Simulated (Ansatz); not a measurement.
Consider Mg₂Sn (space group Fm-3m, No. 225; a = 6.747 Å; relaxed with 0.1 eV smearing). Axes: x, y, z lie along the cube axes.

The values are results of PBEsol in Ansatz (plane waves to 420 eV, PAW, no spin-orbit coupling), not measurements.

Strains are applied to the cell and any free atomic positions relax; under biaxial strain the out-of-plane vector relaxes too.

One change was made to it. Results:

```csv
quantity,base,after
volume per atom,25.60 Å³,26.59 Å³
"pressure (mean of the normal stresses, compression positive)",0.0 GPa,-1.5 GPa
```

Which of these changes matches the shifts?
A) biaxial strain +4.98 %, plane normal [111], relaxed out of plane
B) biaxial strain +3.52 %, plane normal [111], relaxed out of plane
C) biaxial strain +2.64 %, plane normal [111], relaxed out of plane

C, biaxial strain +2.64 %, plane normal [111], relaxed out of plane. For comparison, the volume per atom in the other runs: biaxial strain +4.98 %, plane normal [111], relaxed out of plane gives 27.50 Å³; biaxial strain +3.52 %, plane normal [111], relaxed out of plane gives 26.93 Å³.

No phonon test of stability was made.

Ansatz is a first-principles code.
